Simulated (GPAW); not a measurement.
GPAW run on ZnIn2SnAs4 (I-42m, 8 atoms in the cell): self-consistent single point.

Method: vdW-DF2, GPAW PAW datasets PBE (gpaw-data 1.0.1) (plane waves; GPAW 25.7.0).

```
CELL_PARAMETERS angstrom
     -3.07990     3.07990     6.12467
      3.07990    -3.07990     6.12467
      3.07990     3.07990    -6.12467
ATOMIC_POSITIONS crystal
  Zn 0.00000 0.00000 0.00000
  In 0.75000 0.25000 0.50000
  In 0.25000 0.75000 0.50000
  Sn 0.50000 0.50000 0.00000
  As 0.12010 0.12010 0.47828
  As 0.87990 0.35818 0.00000
  As 0.64182 0.64182 0.52172
  As 0.35818 0.87990 0.00000
```

Reference input (self-consistent single point, DFT PBEsol, plane waves, GPAW PAW datasets PBEsol (made by gpaw-setup)): mode = pw; ecut = 850 eV; xc = PBEsol; kpts = 5 5 5; mesh shift (steps) = 0 0 0; occupations.name = marzari-vanderbilt; occupations.width = 0.2 eV; nbands = -14; convergence.density = 1e-05 e/electron; symmetry.symmorphic = false; symmetry.tolerance = 0.0005; maxiter = 120. This run's input differs from it in these lines:

```diff
@@ -19,3 +19,3 @@
 calc = GPAW(mode=PW(850),
-            xc='PBEsol',
+            xc={'name': 'vdW-DF2', 'backend': 'libvdwxc'},
             kpts=(5, 5, 5),
```

Its files differ too (potentials: GPAW PAW datasets PBE (gpaw-data 1.0.1)).

Output, abridged:

```
     iter     time        total  log10-change:
                         energy   eigst   dens
iter:   1 --:--:--  -680.665744
iter:   2 --:--:--  -680.587079   -0.87  -1.18
iter:   3 --:--:--  -679.892190   -1.49  -1.21
iter:   4 --:--:--  -679.901152   -2.17  -1.52
iter:   5 --:--:--  -679.942288   -2.11  -1.62
iter:   6 --:--:--  -679.923398   -3.48  -2.28
iter:   7 --:--:--  -679.918360c  -3.32  -2.34
iter:   8 --:--:--  -679.918543c  -4.22  -2.61
iter:   9 --:--:--  -679.918545c  -4.65  -2.78
iter:  10 --:--:--  -679.918128c  -4.51  -2.87
iter:  11 --:--:--  -679.918143c  -5.68  -3.29
iter:  12 --:--:--  -679.918056c  -5.72  -3.37
iter:  13 --:--:--  -679.918044c  -6.54  -3.52
iter:  14 --:--:--  -679.918016c  -6.10  -3.57
iter:  15 --:--:--  -679.918015c  -6.65  -4.00
iter:  16 --:--:--  -679.918015c  -7.83c -4.11
iter:  17 --:--:--  -679.918017c  -7.09  -4.16
iter:  18 --:--:--  -679.918017c  -7.63c -4.33
iter:  19 --:--:--  -679.918017c  -8.31c -4.45
iter:  20 --:--:--  -679.918016c  -7.79c -4.51
iter:  21 --:--:--  -679.918016c  -8.88c -4.70
iter:  22 --:--:--  -679.918016c  -9.77c -4.74
iter:  23 --:--:--  -679.918016c  -8.02c -4.78
iter:  24 --:--:--  -679.918016c  -9.43c -5.26c
Converged after 24 iterations.

Dipole moment: (0.000000, -0.000000, 0.000000) |e|*Ang

Energy contributions relative to reference atoms: (reference = -782834.753681)

Kinetic:        +79.839793
Potential:      -74.047607
External:        +0.000000
XC:            -684.755552
Entropy (-ST):   +0.016600
Local:           -0.971249
SIC:             +0.000000
--------------------------
Free energy:   -679.918016
Extrapolated:  -679.918016

Non-local vdW-DF2 correlation energy: 5.990642
Semilocal GGA_X_RPW86+LDA_C_PW energy: -504.264678
(Not including atomic contributions)
Showing only first 2 kpts
 Kpt  Band  Eigenvalues  Occupancy
  0    34      3.99381    0.59605
  0    35      3.99382    0.59601
  0    36      3.99830    0.56981
  0    37      5.51076    0.00000

  1    34      3.36741    2.00336
  1    35      3.86187    1.53329
   [... lines left out ...]
Fermi level: 3.96177
No gap
   [... lines left out ...]
  2 In    0.00000   -0.00000   -0.00000
  3 Sn    0.00000    0.00000    0.00000
  4 As   -0.01277   -0.01277   -0.06490
  5 As   -0.01277    0.01277    0.06490
  6 As    0.01277    0.01277   -0.06490
  7 As    0.01277   -0.01277    0.06490

Stress tensor:
    -0.015281     0.000000     0.000000
     0.000000    -0.015281     0.000000
     0.000000     0.000000    -0.017023
Stress (GPa, Voigt): [-2.4482 -2.4482 -2.7273  0.      0.      0.    ]
```

The run converged in 24 iterations. GPAW prints stress with tension positive. Against the reference run the pressure goes from -4.32 to 2.54 GPa and the largest force goes from 0.093 to 0.067 eV/Å.

The starting cell comes from a database of computed structures (which also holds hypothetical and non-ambient phases and stackings), without a prior relaxation at this level. Its lattice was rescaled by a random factor within 2.5 % of one. The run gives no clean gap (levels at the Fermi energy touch, overlap or are partly filled at this smearing), which alone does not show that the compound is a metal.

Cost on one core of a shared machine: roughly 9 min.
